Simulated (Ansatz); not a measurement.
# What biaxial strain +1.00 %, plane normal [001], relaxed out of plane does to GaN

Start from GaN in the zinc blende structure (space group F-43m, No. 216; a = 4.4981 Å). Axes: x, y, z lie along the cube axes.

One thing is altered: tensile biaxial strain of 1.00 % in the plane normal to [001], as in epitaxy on a mismatched substrate; the out-of-plane cell vector and the atoms relax.

Method: DFT with PBEsol, PAW potentials and a 420 eV plane-wave cutoff in Ansatz (a quantum-chemistry and plane-wave program), spin-orbit coupling left out. Settings: 13×13×13 k-points, 0.05 eV Fermi–Dirac smearing.

The space group goes from F-43m (No. 216) to I-4m2 (No. 119) and the shortest interatomic distance goes up by 0.6 pm, from 194.8 pm to 195.4 pm. The energy goes up by 1.8 meV/atom and the band gap drops by 0.12 eV, from 1.70 eV to 1.58 eV. The gap character remains direct at Γ and the electron mass remains 0.15 mₑ (at Γ). The valence-band top at Γ (three highest levels, from the VBM) changes from 0.00, 0.00, 0.00 eV to 0.00, -0.09, -0.09 eV and the valley order (the lowest conduction-band minima on the path, energy above the VBM, named in the base's zone) becomes Γ 1.58 eV; X along [001] 3.07 eV (base: Γ 1.70 eV). The out-of-plane strain amounts to -1.10 % and the ratio −ε⊥/ε∥ comes out as 1.10. The mean in-plane stress (compression positive) comes out as -2.5 GPa.

Cost of the whole job for the changed cell (relaxation, final SCF and bands): about 50 core-seconds (a rough figure).

Masses are band curvatures over ±0.01 Å⁻¹ around the edge. Stability against distortions was not tested. This is not the structure that GaN has at room temperature and ambient pressure. Labels are those of the standard path for the cell's own space group.
